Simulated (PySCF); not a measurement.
PySCF 2.14.0, PBE/def2-svp, df: W(O)(NH)(F)(OSiH3) ([NH]=[W](=[O])([F])[O][SiH3]), 10 atoms. The geometry is a generated start, not checked to be a minimum at this level.

- task: energy
- method: pbe
- basis: def2-svp
- two-electron scheme: density fitting
- mol.max_memory: 3000 MB
- mf.max_cycle: 100
- mf.init_guess: minao (default)
- mf.DIIS: CDIIS (default)
- mf.conv_tol: 1e-09 (default)
- mf.grids.level: 3 (default)
- effective core potentials: those of the basis set, past Kr
- basis functions: 126
- grid points: 139048

```xyz
10

W     -0.6389    -0.2299     1.2855
O      0.6942    -0.3994     2.3081
N     -1.4765    -1.7795     0.9245
H     -1.8119    -2.7425     0.8585
F     -1.7895     1.0862     1.9722
O     -0.0264     0.5698    -0.3216
Si     1.0509     0.8174    -1.5162
H      0.5444     0.1367    -2.7180
H      2.3444     0.2721    -1.0570
H      1.1093     2.2691    -1.7359
```

Charge 0 and multiplicity 1 are set for this test and not shown to be the ground state.

One run each on 2 threads, 1 BLAS thread. Values of diis_space tried: 3, 5, 8 (default), 12, 20.

### Question
Which value of diis_space needs the fewest Fock builds, and what happens away from it?

### Answer
Fewest Fock builds, within one of each other: 8 (default) with 16, 12 with 16, 20 with 16. The count rises to 20 at 5. The run ends without SCF convergence in 100 cycles at 3.

| diis_space | Fock builds | end |
|---|---|---|
| 3 | 101 | no convergence |
| 5 | 20 | same solution |
| 8 (default) | 16 | same solution |
| 12 | 16 | same solution |
| 20 | 16 | same solution |
